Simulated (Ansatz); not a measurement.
For Ge3Mo5 (I4/mcm, No. 140; structure not from a measured cell), PBEsol (plane waves, PAW; Ansatz, a first-principles code) gives:

| Property | Result |
|---|---|
| lattice constant a | 9.795 Å |
| c axis length | 4.933 Å |

### Question
What does r²SCAN+rVV10 (plane waves, PAW; Ansatz) give for the same quantities?

### Answer

- lattice constant a: 9.825 Å (increases by 0.3 %)
- lattice parameter c: 4.945 Å (grows by 0.2 %)

Changes are worked out from the printed values.

Unless a cell is named, each level is at its own relaxed cell (PBEsol 14.79, r²SCAN+rVV10 14.92 Å³/atom).

Caveats: the relaxation could not lower the start's symmetry, so the cell can be a saddle point above a distorted one (PBEsol, r²SCAN+rVV10). Ansatz's density-functional and Hartree–Fock values are scalar-relativistic unless marked +SOC, with PAW data made under PBE.
